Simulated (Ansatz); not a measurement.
An Ansatz (a first-principles code) input (HSE06, PAW, 420 eV (Ansatz; without spin-orbit coupling)):

Ansatz 0.2 input:
```yaml
crystal:
  lattice:
    - [0, 3.2714990622, 3.2714990622]
    - [3.2714990622, 0, 3.2714990622]
    - [3.2714990622, 3.2714990622, 0]
  atoms:
    - { symbol: S, position: [0.75, 0.75, 0.75] }
    - { symbol: Pb, position: [0, 0, 0] }
basis: { ecutwfc: 420, ecutrho_ratio: 4, xc_grid: 2, fft_grid_basis: typed }
kpoints: { mp_grid: { grid: [6, 6, 6] } }
hamiltonian:
  xc: hse06
  dispersion: none
  pseudopotentials: { kind: paw }
scf: { occupations: { method: fermi_dirac, width: 0.01 } }
output: { eigenvalues: true, eigenstates: { kpoints: [[-0.5, -0.25, 0.25], [-0.5, -0.5, 0], [0, 0, 0], [-0.375, 0, 0.375], [-0.375, -0.375, 0.25]] } }
```

Problem. Which symmetry and how many k-points will the program report, and about how many plane waves at Γ?

Solution. Space group F-43m (ITA 216) with 24 operations, k-points 16 of 216, and 1363 plane waves at Γ.

Single points use the geometry relaxed with PBEsol. The hybrid gap comes from the SCF mesh plus the semilocal run's edge points and a few special points and is an upper bound. Stability against distortions was not tested. The cell is PbS in the zinc blende structure (space group F-43m, No. 216; a hypothetical phase, not in the database extracts checked).
